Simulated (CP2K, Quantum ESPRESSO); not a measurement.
**Equation of state of zinc-blende BN (space group 216): energy against volume (CP2K, PBE)**

```yaml
crystal:
  lattice:
    - [2.51074, 0.00000, 0.00000]
    - [1.25537, 2.17436, 0.00000]
    - [1.25537, 0.72479, 2.05001]
  atoms:
    - { symbol: B, position: [0.00000, 0.00000, 0.00000] }
    - { symbol: N, position: [0.75000, 0.75000, 0.75000] }
```

Method: CP2K with PBE, GPW, DZVP-MOLOPT-SR-GTH basis, GTH-PBE potentials (GTH_POTENTIALS). Settings: CUTOFF = 520 Ry; REL_CUTOFF = 60 Ry; SMEAR/METHOD = FERMI_DIRAC; ELECTRONIC_TEMPERATURE = 116.05 K; KPOINTS/SCHEME = MONKHORST-PACK 15 15 15; XC_FUNCTIONAL = PBE; B/BASIS_SET = DZVP-MOLOPT-SR-GTH; B/POTENTIAL = GTH-PBE-q3; N/BASIS_SET = DZVP-MOLOPT-SR-GTH; N/POTENTIAL = GTH-PBE-q5; METHOD = GPW; EPS_DEFAULT = 1e-10; NGRIDS = 4; SCF_GUESS = ATOMIC; EPS_SCF = 1e-06; MAX_SCF = 100. The cell above is the first row's. The rows scale it uniformly. In all rows fractional positions and the k mesh are held. E is the free energy at the stated smearing, counted from the lowest row.

| V (Å^3/atom) | E (meV/atom) |
|---|---|
| 5.5958 | ? |
| 5.7174 | 13.50 |
| 5.8391 | 3.60 |
| 5.9607 | 0.00 |
| 6.0824 | 2.13 |
| 6.2040 | 9.46 |
| 6.3257 | 21.52 |
| 6.4473 | 37.90 |
| 6.5689 | 58.18 |

Q: Fit E against V with the third-order Birch-Murnaghan form, a cubic in V^(-2/3), and predict the withheld value at V = 5.5958.

A: With u = V^(-2/3) - 0.298, the rows have u = 0.014753, 0.010392, 0.006183, 0.002112, -0.001822, -0.005634, -0.009321, -0.012895. Least squares gives E = 5.416 - 1910.77·u + 167989·u² - 90059·u³. Residuals (row less fit): 0.000, 0.000, -0.003, 0.001, 0.004, -0.010, 0.006, -0.002; standard error 0.006 (degrees of freedom: 4). Its minimum lies at u = 0.005713, so V0 = (0.303713)^(-3/2) = 5.975. There d²E/du² = 332900 and d³E/du³ = -540400, so B0 = (4/9) × 5.975^(-7/3) × 332900 × 0.160218 = 366 GPa (the last factor turns the table's units into GPa), and B0' = 4 + (2/3) × 0.303713 × (-540400)/332900 = 3.7. The program's pressures in the fitted runs (not shown) pass through zero at V = 5.97, 0.00 % from this V0. At the withheld row, u = 0.019267, so E = 5.416 - 1910.77 × 0.019267 + 167989 × 0.019267² - 90059 × 0.019267³ = 30.317 meV/atom. The calculation gives 30.32 meV/atom, which the fit meets to the printed digits. The row lies outside the fitted rows, so this is an extrapolation. From the scatter of the fitted rows alone, a prediction at this place has a standard error of 0.019 meV/atom, so the miss is 0.2 times that.

Carrying the step between the two nearest rows on in a straight line would have given 23.39, off by 6.93; series whose last step already gives the withheld value aren't shown. The scan was laid around a cell of about the measured size, scaled by a guess for this functional. The runs keep the symmetry of the cell, so they don't test it for distortions. A plane-wave scan with the same functional (Quantum ESPRESSO, GBRV) gives V0 = 5.95 Å^3/atom and B0 = 371 GPa; a Birch-Murnaghan fit to all rows here lies 0.4 % from it in V0 and -1 % in B0; the two differ in basis, and may differ in potentials and mesh. Values carry the incompleteness of an atom-centred basis. Cutoffs and mesh are single choices, not tested for convergence of this quantity. Series with a scatter that would blur these digits, or in which a gap closes, are not shown. Nor are scans whose minimum lies at an end fitted in this form.
